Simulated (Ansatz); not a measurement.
We consider 1T (CdI2-type) TiI2, described by r²SCAN-D4 (Ansatz, an electronic-structure program, PAW).

Settings: plane-wave cutoff 560 eV, 18×18×8 k mesh (along the axes of the cell as run), Fermi–Dirac smearing 0.05 eV, no spin polarisation, scalar-relativistic PAW data made under PBE.

Shape and atoms are relaxed at each volume.

Pressure at four volumes; x = ln(V/30.487 Å³). One pressure is withheld.

| V (Å³/atom) | x | P (GPa) |
|---|---|---|
| 29.268 | -0.0408 | ? |
| 29.878 | -0.0202 | 0.422 |
| 30.487 | 0.0000 | -0.002 |
| 31.707 | 0.0392 | -0.572 |

Pass a parabola P(x) through the three rows shown, estimate the bulk modulus and its pressure derivative near zero pressure, and predict the withheld pressure.

Slopes between the rows: (-0.002 − (0.422))/(0.0000 − (-0.0202)) = -20.99 and (-0.572 − (-0.002))/(0.0392 − (0.0000)) = -14.54 GPa. Their difference over the span 0.0594 is c = 6.45/0.0594 = 108.6 GPa, so P(x) = 0.422 + (-20.99)(x − (-0.0202)) + 108.6 (x − (-0.0202))(x − (0.0000)). At the middle row B = −dP/dx = −[-20.99 + 108.6 × 0.0202] = 18.8 GPa, and B′ = dB/dP = 2c/B = 11.6. At x = -0.0408 the parabola gives 0.946 GPa; the run gives 0.945 GPa. The Birch–Murnaghan fit to the energies at all volumes has B0 = 18.5 GPa and B′ = 11.5.

Note: the run has no spin polarisation, so it can have missed a magnetic state; the volume lies 8 % below that of the published cell; the bulk modulus comes from volumes at which shape and atoms were relaxed; functionals without U or exact exchange can leave correlated insulators metallic, so the missing gap need not be real.

Spin–orbit coupling is not included; it can open a gap where bands touch, and shift volumes and moduli.
